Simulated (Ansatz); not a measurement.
CsCl-type FeAl was calculated with rVV10 in Ansatz (PAW).

Settings: plane-wave cutoff 500 eV, 18×18×18 k mesh, Fermi–Dirac smearing 0.1 eV, no spin polarisation, scalar-relativistic PAW data made under PBE.

Computed at the level's own relaxed cell.

**Question.** Give the computed equilibrium volume per atom and lattice constant a.

**Answer.** 
- equilibrium volume per atom = 11.90 Å³/atom
- lattice constant a = 2.876 Å

Measured, for comparison: equilibrium volume per atom 12.32 Å³/atom, lattice constant a 2.910 Å (room temperature, no zero-point or thermal correction; as tabulated in Liu et al. (2023), doi:10.1107/s2414314623010659). Computed (rounded) less measured: equilibrium volume per atom -3.4 %, lattice constant a -1.2 %. A static lattice is as a rule a little smaller and stiffer than an uncorrected measurement, which narrows the difference in the lattice constant a and would widen misses of the other sign.

Ansatz is a program for electronic structure.
